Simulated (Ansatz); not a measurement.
End structure of a constructed model of the (111) surface of fcc Pt, a layer of Ge in place of the third plane (bottom of the slab: a bare face, its two planes held):

```xyz
6
Lattice="2.8072 0.0000 0.0000 -1.4036 2.4311 0.0000 0.0000 0.0000 27.5000" Properties=species:S:1:pos:R:3 pbc="T T T"
Pt     0.0000     1.6207     8.1158
Pt     1.4036     0.8104    10.4079
Pt     0.0000     0.0000    12.7733
Ge     0.0000     1.6207    14.8457
Pt     1.4036     0.8104    16.8650
Pt     0.0000     0.0000    19.2575
```

Model: 6-atom slab, 11.3 Å thick at the start, 15x15x1 mesh, Fermi-Dirac 0.1 eV, dipole correction, 2 atoms held, the rest relaxed; symmetry of the start imposed; no spin, no spin-orbit, no U. In PBE it is, or lies within 0.01 eV a 1x1 cell of, the lowest of the 2 structures of its composition computed so far; larger cells were not tried.

Problem. Predict the work function of the top face from Ansatz (an electronic-structure program) with PBE.

Solution. 5.83 eV
